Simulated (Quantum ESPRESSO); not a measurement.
**A short convergence ladder for LaCu2 (P6/mmm, 3 atoms in the cell)**

```xyz
3
Lattice="4.3132 0.0000 0.0000 -2.1566 3.7353 0.0000 0.0000 0.0000 3.8625" Properties=species:S:1:pos:R:3 pbc="T T T"
La     0.0000     0.0000     0.0000
Cu     0.0000     2.4902     1.9313
Cu     2.1566     1.2451     1.9313
```

Base method: LDA (PZ), GBRV 1.5 ultrasoft (LDA) pseudopotentials (plane waves; Quantum ESPRESSO).

Base settings: ecutwfc = 50 Ry; ecutrho = 400 Ry; occupations = smearing; smearing = fermi-dirac; degauss = 0.0073499 Ry; potentials = {La: la_lda_v1.uspp.F.UPF, Cu: cu_lda_v1.2.uspp.F.UPF}; K_POINTS = automatic 4 4 4 0 0 0; conv_thr = 1e-10 Ry.

**Zone-centre phonons against the cutoff**

In this ladder: ph.x.tr2_ph = 1e-14; ph.x.fildyn = dyn.G; dynmat.x.fildyn = dyn.G; dynmat.x.asr = simple. Moved along: ecutrho.

The mesh stays at the base's, so the ladder's end is converged at best in this setting alone.

Frequencies are those of the unrelaxed cell, without the LO-TO term of polar crystals.

Only quantities that move along the ladder and can be compared are tabulated.

| ecutwfc | highest zone-centre frequency (cm⁻¹) | lowest optical frequency (cm⁻¹) |
|---|---|---|
| 25 Ry | 235.5 | 97.8 |
| 30 Ry | 155.8 | 106.2 |
| 42 Ry | 167.5 | 105.0 |
| 50 Ry | 162.8 | 105.0 |

Coarsest ecutwfc that holds the highest zone-centre frequency within 10 cm⁻¹ of the last step, with all finer ones: 30 Ry; the step before is off by 73 cm⁻¹.

Coarsest ecutwfc that holds the lowest optical frequency within 2 cm⁻¹ of the last step, with all finer ones: 30 Ry; the step before is off by 7.2 cm⁻¹.

On the base run: the starting cell comes from a database of computed structures (which also holds hypothetical and non-ambient phases and stackings), without a prior relaxation at this level. Its lattice was rescaled by up to half a per cent. Spin polarisation is off. In the base run, with a pressure of about -6 GPa the cell is away from its equilibrium volume at this level. Without a gap this mesh is coarse (it stands for a supercell whose shortest vector is 15 Å).
